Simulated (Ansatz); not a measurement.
Effect of isotropic strain −2.50 % on Sc

The parent structure is Sc in the hcp (Mg type) structure (space group P6_3/mmc, No. 194; a = 3.2754 Å, c = 5.1051 Å; relaxed with 0.1 eV smearing).

Perturbation: every lattice vector is shortened by 2.50 %, atoms relaxed at fixed cell.

The values are results of PBEsol/PAW in Ansatz (an electronic-structure program), no spin-orbit coupling, not measurements. k-mesh 20×20×12 (Γ-centred); smearing 0.1 eV (Fermi–Dirac).

The volume per atom drops by 1.73 Å³ to 21.98 Å³ and the space group stays P6_3/mmc (No. 194). The energy increases by 25 meV/atom and the pressure (mean of the normal stresses, compression positive) goes from zero to 4.9 GPa. The band gap stays zero.

Final structure:

```
Sc
1.0
    3.19347     0.00000     0.00000
   -1.59673     2.76562     0.00000
    0.00000     0.00000     4.97749
Sc
2
Cartesian
  1.59673   0.92187   1.24437
  0.00000   1.84375   3.73312
```

Whether these cells are dynamically stable was not tested. All final runs are without spin polarisation.
